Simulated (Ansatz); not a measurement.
## Response to strain in GaP

The reference is GaP in the zinc blende structure (space group F-43m, No. 216; a = 5.3914 Å).

Strains are applied to the cell and any free atomic positions relax.

Level of theory: Ansatz (a program for electronic structure), LDA, PAW, cutoff 420 eV, without spin-orbit coupling.

Notes on the quantities. hole mass: degenerate bands, along [100].

| variant | electron mass | smallest direct gap | band gap | hole mass |
|---|---|---|---|---|
| base | 1.1 mₑ along k, 0.22 mₑ across (off the special points) | 1.88 eV | 1.38 eV | 0.11, 0.36, 0.36 mₑ (at Γ) |
| isotropic strain −3.00 % | 1.3 mₑ along k, 0.21 mₑ across (off the special points) | 2.66 eV | 1.20 eV | 0.14, 0.32, 0.32 mₑ (at Γ) |
| isotropic strain −2.50 % | 1.3 mₑ along k, 0.22 mₑ across (off the special points) | 2.53 eV | 1.23 eV | 0.14, 0.32, 0.32 mₑ (at Γ) |
| isotropic strain −2.00 % | 1.2 mₑ along k, 0.22 mₑ across (off the special points) | 2.39 eV | 1.27 eV | 0.13, 0.33, 0.33 mₑ (at Γ) |
| isotropic strain −1.50 % | 1.2 mₑ along k, 0.22 mₑ across (off the special points) | 2.26 eV | 1.30 eV | 0.13, 0.34, 0.34 mₑ (at Γ) |
| isotropic strain −1.00 % | 1.2 mₑ along k, 0.22 mₑ across (off the special points) | 2.13 eV | 1.33 eV | 0.12, 0.34, 0.34 mₑ (at Γ) |
| isotropic strain +0.50 % | 1.1 mₑ along k, 0.22 mₑ across (off the special points) | 1.76 eV | 1.41 eV | 0.10, 0.36, 0.36 mₑ (at Γ) |
| isotropic strain +1.00 % | 1.1 mₑ along k, 0.22 mₑ across (off the special points) | 1.63 eV | 1.44 eV | 0.099, 0.37, 0.37 mₑ (at Γ) |
| isotropic strain +1.50 % | 1.1 mₑ along k, 0.23 mₑ across (off the special points) | 1.51 eV | 1.46 eV | 0.093, 0.38, 0.38 mₑ (at Γ) |
| isotropic strain +3.00 % | 0.076 mₑ (at Γ) | – | 1.15 eV | 0.075, 0.40, 0.40 mₑ (at Γ) |

Effective masses come from finite differences of ±0.01 Å⁻¹. Along k means along the line from Γ to the band edge. No phonon test of stability was made.
